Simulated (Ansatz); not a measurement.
We consider cubic perovskite KCdF3, described by PBEsol (Ansatz, a program for electronic structure, plane waves, PAW).

Settings: plane-wave cutoff 520 eV, 8×8×8 k mesh, Fermi–Dirac smearing 0.01 eV, scalar-relativistic PAW data made under PBE.

Properties against volume:

```
V (Å³/atom)  P (GPa)  direct gap at Γ (eV)  smallest gap on the k mesh (eV)
-----------  -------  --------------------  -------------------------------
15.852          4.50                 5.158                            2.973
16.189          2.82                 5.015                            2.972
16.527          1.33                 4.877                            2.969
16.864          0.01                 4.744                            2.963
17.201         -1.17                 4.616                            2.955
17.538         -2.21                 4.492                            2.945
17.876         -3.14                 4.373                            2.934
```

The fundamental gap (2.96 eV at the equilibrium volume, with added k points) lies elsewhere than Γ–Γ.

Note: the relaxation could not lower the start's symmetry, so the cell can be a saddle point above a distorted one.

Spin–orbit coupling is not included.
